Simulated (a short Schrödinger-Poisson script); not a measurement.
**Symmetric double-gate stack, Si3N4 on p-type Si(110)**

System: symmetric double-gate stack, Si3N4 on p-type Si(110), at 300 K.

```
layer  material  thickness (nm)  Na (cm⁻³)
-----  --------  --------------  ---------
1         Si3N4             6.1          -
2            Si               3       3e16
3         Si3N4             6.1          -
```

The device is made up for the run: typed textbook-type constants, with dimensions and the other settings drawn at random. Si3N4: permittivity 7.5, conduction-band edge (eV) 1.95, gap (eV) 5.1, electron mass (mₑ) 0.5. Si: permittivity 11.7, conduction-band edge (eV) 0, gap (eV) 1.124, Nv at 300 K (cm⁻³) 3.1e19.

Channel valleys (confinement mass, in-plane density-of-states mass, number): Δ4 0.315, 0.324, 4; Δ2 0.19, 0.417, 2. At the gates, both at one voltage, the conduction-band edge of layer 1 lies 2.04 eV − eVg above the Fermi level of the channel. Gaps are held at their typed values at every temperature. Mesh 0.03 nm at interfaces.

From a short Schrödinger-Poisson script (our own, NumPy): 1D Poisson equation in equilibrium, electrons quantum, Hartree (BenDaniel-Duke, 12 states a valley, the channel's in-plane mass for all, wave functions free to enter the dielectric), parabolic valleys, classical holes, full ionisation, no traps, pinning or gate leakage.

| Vg (V) | electrons (cm⁻²) | C (μF/cm²) | Δ4 E0 (meV) | Δ4 E1 (meV) | Δ2 E0 (meV) | Δ2 E1 (meV) |
|---|---|---|---|---|---|---|
| -0.15 | 4.48e7 | < 0.003 | 331.5 | 604.0 | 363.5 | 744.9 |
| 0 | 1.42e10 | 0.0857 | 182.7 | 455.1 | 214.6 | 596.0 |
| 0.15 | 6.52e11 | 1.34 | 83.3 | 354.6 | 115.1 | 495.2 |
| 0.3 | 2.14e12 | 1.74 | 51.5 | 320.3 | 83.0 | 460.2 |
| 0.45 | 3.83e12 | 1.85 | 35.4 | 301.2 | 66.4 | 440.4 |
| 0.6 | 5.59e12 | 1.90 | 24.5 | 287.3 | 55.1 | 425.8 |
| 0.75 | 7.38e12 | 1.92 | 16.2 | 275.9 | 46.4 | 413.7 |
| 0.9 | 9.19e12 | 1.94 | 9.4 | 266.0 | 39.1 | 403.0 |
| 1.05 | 1.10e13 | 1.95 | 3.5 | 257.0 | 32.8 | 393.4 |
| 1.2 | 1.28e13 | 1.96 | -1.6 | 248.8 | 27.3 | 384.5 |
| 1.35 | 1.47e13 | 1.97 | -6.3 | 241.2 | 22.2 | 376.1 |
| 1.5 | 1.65e13 | 1.98 | -10.5 | 233.9 | 17.6 | 368.2 |
| 1.65 | 1.84e13 | 1.98 | -14.5 | 227.1 | 13.2 | 360.6 |
| 1.8 | 2.02e13 | 1.99 | -18.1 | 220.4 | 9.2 | - |
| 1.95 | 2.21e13 | 1.99 | -21.6 | - | 5.3 | - |
| 2.1 | 2.40e13 | 1.99 | - | - | - | - |
| 2.25 | 2.58e13 | 2.01 | - | - | - | - |

Gate voltages with under 1e6 electrons/cm² are left out.

Subbands count from the Fermi level; a dash marks a level above the dielectric's band edge. The capacitance is that of both gates.
